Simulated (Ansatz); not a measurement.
The starting structures come from a database of crystals and need not be the phases stable at ambient conditions.

Tunnelling through a barrier is set by its complex band structure: the current falls as exp(−2κd) with the smallest κ.

Input:

```xyz
4
Lattice="3.1453 0.0000 0.0000 0.0000 5.0969 0.0000 1.5726 0.0000 2.7239" Properties=species:S:1:pos:R:3 pbc="T T T"
Al     0.0000     0.0038     0.0000
Ga     3.1453     2.5629     1.8159
N      3.1453     4.5271     1.8159
N      0.0000     1.8952     0.0000
```

Space group of this cell: P3m1. The cell is taken as given.

Transport runs along the normal of the first two printed cell vectors, the (100) plane of the conventional cell.

The gap is the functional's own, uncorrected, and κ follows it; spin-orbit coupling is left out. Mid-gap values are interpolated between the computed energies.

**Question.** Compute, with r2SCAN (Ansatz, an electronic-structure program), the band gap and the smallest decay constant κ at mid-gap.

**Answer.** Gap 3.37 eV on a 12×6×12 mesh; κ = 0.222 1/Å, at the zone centre.
